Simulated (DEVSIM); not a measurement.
Device: Schottky contact on n-type GaAs, at 250 K.

Layer 1 from the left is GaAs, thickness (μm) 5.20, Nd (cm⁻³) 2.7e16, τn (s) 1.1e-9, τp (s) 1.1e-9.

Left contact: Schottky, work function 5.14 eV, emission velocity 1.9e6 cm/s. Right contact: ohmic. Voltage is applied to the left contact. Recombination: SRH at mid-gap, radiative, Auger. Mobility is constant in doping.

The device is made up for the run: typed textbook-type constants, with dimensions and the other settings drawn at random. Values at 300 K; Nc and Nv go as T^1.5, mobilities as T to minus their exponent, the gap by Varshni's rule with the affinity fixed.

GaAs: gap (eV) 1.424, affinity (eV) 4.07, permittivity 12.9, Nc (cm⁻³) 4.7e17, Nv (cm⁻³) 9e18, μn (cm²/Vs) 8500, μp (cm²/Vs) 400, T exponent of μn 2.1, T exponent of μp 2.2, B (cm³/s) 2e-10, Cn (cm⁶/s) 1e-30, Cp (cm⁶/s) 1e-30, Varshni α (eV/K) 0.000541, Varshni β (K) 204.

DEVSIM, 1D drift-diffusion, Boltzmann statistics, complete ionisation; no tunnelling, impact ionisation, image-force lowering or self-heating. Metal contacts follow the ideal Schottky-Mott rule: no Fermi-level pinning, no interface dipoles.

Dark forward current:

```tsv
|V| (V)	|J| (A/cm²)
0.05	7.411e-13
0.10	2.981e-12
0.15	1.024e-11
0.20	3.417e-11
0.25	1.145e-10
0.30	3.977e-10
0.35	1.531e-9
0.40	7.322e-9
0.45	4.741e-8
0.50	3.935e-7
0.55	3.713e-6
0.60	3.683e-5
0.65	0.0003718
0.70	0.003775
0.75	0.03840
0.80	0.3908
0.85	3.970
0.90	39.74
0.95	351.2
1.00	1837
1.05	4858
```

Work out the local ideality factor n = ΔV / (kT/q · ln(J2/J1)) between the rows 0.10 and 0.15 V, 0.75 and 0.80 V, 1.00 and 1.05 V.

kT/q = 21.54 mV. From 0.10 to 0.15 V: ln(1.024e-11/2.981e-12) = 1.234, n = 1.88, near the 2 of recombination in the depletion region. From 0.75 to 0.80 V: ln(0.3908/0.03840) = 2.320, n = 1.00, near the 1 of diffusion or emission over a barrier. From 1.00 to 1.05 V: ln(4858/1837) = 0.972, n = 2.39; the layers' resistance at their doping, Σ W/(qμN) = 9.6e-6 Ω cm², would take 29 mV of this step of 50 mV.

Estimate the current at 0.70 V for emission alone, J0 = q v N_band exp(−φB/kT), and read the barrier back from the simulated current.

φB = 1.070 eV, N_band = 3.58e17 cm⁻³, J0 = 2.91e-17 A/cm²; J = J0 (exp(qV/kT) − 1) = 0.00377 A/cm². The simulation gives 0.00378 A/cm², the same within the digits that matter. Read backwards, the simulated current gives an apparent barrier of 1.070 eV. The estimate leaves out transport through the depletion region and minority injection.
